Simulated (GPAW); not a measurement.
Worked example: self-consistent single point of As (R-3m, 2 atoms in the cell) in GPAW.

Computed with PBE, GPAW PAW datasets PBE (gpaw-data 1.0.1) (plane waves; GPAW 25.7.0).

The change in words: lattice scaled by 0.98. Reference geometry:
```yaml
crystal:
  lattice:
    - [1.85038, 1.06831, 3.65099]
    - [-1.85038, 1.06831, 3.65099]
    - [0.00000, -2.13663, 3.65099]
  atoms:
    - { symbol: As, position: [0.22443, 0.22443, 0.22443] }
    - { symbol: As, position: [0.77557, 0.77557, 0.77557] }
```

Reference input (self-consistent single point, DFT PBE, plane waves, GPAW PAW datasets PBE (gpaw-data 1.0.1)): mode = pw; ecut = 600 eV; xc = PBE; kpts = 9 9 9; mesh shift (steps) = 0 0 0; occupations.name = fermi-dirac; occupations.width = 0.1 eV; nbands = -8; symmetry.symmorphic = false; symmetry.tolerance = 0.0005; maxiter = 100. This run's input differs from it in these lines:

```diff
@@ -5,5 +5,5 @@
 atoms = Atoms(['As', 'As'],
-              cell=[[1.850375, 1.068315, 3.650995],
-                    [-1.850375, 1.068315, 3.650995],
-                    [0.000000, -2.136629, 3.650995]],
+              cell=[[1.813368, 1.046949, 3.577975],
+                    [-1.813368, 1.046949, 3.577975],
+                    [0.000000, -2.093896, 3.577975]],
               scaled_positions=[[0.224430, 0.224430, 0.224430],
```

Output, abridged:

```
     iter     time        total  log10-change:
                         energy   eigst   dens
iter:   1 --:--:--    -9.165360
iter:   2 --:--:--    -9.165128   -2.90  -1.10
iter:   3 --:--:--    -9.149971   -2.74  -1.13
iter:   4 --:--:--    -9.150459   -4.05  -2.02
iter:   5 --:--:--    -9.149706c  -4.61  -2.10
iter:   6 --:--:--    -9.149718c  -6.31  -2.73
iter:   7 --:--:--    -9.149712c  -6.16  -2.89
iter:   8 --:--:--    -9.149715c  -7.09  -3.33
iter:   9 --:--:--    -9.149715c  -7.77c -3.56
iter:  10 --:--:--    -9.149717c  -8.17c -3.78
iter:  11 --:--:--    -9.149717c -10.07c -4.92c
Converged after 11 iterations.

Dipole moment: (-0.000000, 0.000000, 0.000000) |e|*Ang

Energy contributions relative to reference atoms: (reference = -123005.947200)

Kinetic:        +29.463730
Potential:      -27.020905
External:        +0.000000
XC:             -11.559571
Entropy (-ST):   -0.009318
Local:           -0.028311
SIC:             +0.000000
--------------------------
Free energy:     -9.154376
Extrapolated:    -9.149717

Showing only first 2 kpts
 Kpt  Band  Eigenvalues  Occupancy
  0     3      5.73520    2.00000
  0     4      5.73520    2.00000
  0     5      9.25048    0.00000
  0     6     10.69965    0.00000

  1     3      5.19025    2.00000
  1     4      5.35454    2.00000
  1     5      9.52847    0.00000
  1     6     10.26298    0.00000

Fermi level: 7.91925

No gap
No difference between direct/indirect transitions
Energy (eV): -9.149717

Forces in eV/Ang:
  0 As    0.00000    0.00000    1.19972
  1 As    0.00000   -0.00000   -1.19972

Stress tensor:
    -0.080554     0.000000     0.000000
    -0.000000    -0.080555     0.000000
     0.000000     0.000000    -0.053397
Stress (GPa, Voigt): [-12.9063 -12.9063  -8.5551   0.       0.       0.    ]
```

The run converged in 11 iterations. GPAW prints stress with tension positive. Against the reference run the free energy goes up by 66.2 meV/atom, the pressure goes from 5.46 to 11.46 GPa and the largest force goes from 0.640 to 1.200 eV/Å.

The starting cell comes from a database of computed structures (which also holds hypothetical and non-ambient phases and stackings), without a prior relaxation at this level. Its lattice was rescaled by a random factor within 2.5 % of one. For this run, on top of that: lattice scaled by 0.98. With a pressure of about 11 GPa the cell is away from its equilibrium volume at this level. Forces in this geometry exceed 1 eV/Å.

Cost on one core of a shared machine: roughly 40 s.
